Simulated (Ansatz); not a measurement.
BeBNO (model structure, started from the AlSiCN type, P3m1, No. 156, 4 atoms in the cell), treated with G0W0@PBEsol (Ansatz, an electronic-structure program, hard PAW, contour deformation, complete-basis limit).

Settings: largest k mesh 12×12×6 (not extrapolated in the mesh).

Cell (relaxed with PBEsol):

```xyz
4
Lattice="2.5970 0.0000 0.0000 -1.2985 2.2490 0.0000 0.0000 0.0000 4.3448" Properties=species:S:1:pos:R:3 pbc="T T T"
B      0.0000     1.4994     2.1842
Be     1.2985     0.7497     4.3444
O      0.0000     1.4994     0.6111
N      1.2985     0.7497     2.6361
```

Estimate the band gap that the calculation returns.


- band gap = 8.80 eV (indirect)

Note: the correction to the complete basis was taken at k points off the band edges; the relaxation could raise the start's symmetry but not lower it, so the cell can be a saddle point; the gap holds a correction of +0.55 eV to the complete basis, taken at k points off the band edges.

The computed numbers hold no vibrational or temperature effects.

A model structure was made by putting elements into a prototype or built by hand; it is no filed structure, need not be a known phase, and can be a saddle point held by its symmetry.
